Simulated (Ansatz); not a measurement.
The starting structures come from a database of crystals and need not be the phases stable at ambient conditions.

 Where the default PAW files enter, the runs use the earlier of Ansatz's two default sets.

Tunnelling through a barrier is set by its complex band structure: the current falls as exp(−2κd) with the smallest κ.

```xyz
9
Lattice="5.0605 0.0000 0.0000 -2.5303 4.3825 0.0000 0.0000 0.0000 5.5414" Properties=species:S:1:pos:R:3 pbc="T T T"
Si     1.2651     2.1913     1.8471
Si    -1.2651     2.1913     0.0000
Si     2.5303     0.0000     3.6942
O     -0.9468     3.4683     4.6178
O      1.5835     0.9142     2.7707
O      0.0000     1.8284     0.9236
O      3.4770     0.9142     4.6178
O      0.9468     3.4683     2.7707
O      2.5303     2.5541     0.9236
```

Space group of this cell: P6_422. The cell is taken as given; by LDA its mean pressure is -1.6 GPa.

Transport runs along the normal of the first two printed cell vectors, the (001) plane of the conventional cell.

No gap correction and no spin-orbit coupling; mid-gap values are interpolated between computed energies.

**Question.** Predict the band gap and the smallest decay constant κ at mid-gap from LDA run with Ansatz (an electronic-structure program).

**Answer.** Gap 5.45 eV on a 12×12×6 mesh; κ = 0.497 1/Å, at the zone centre.
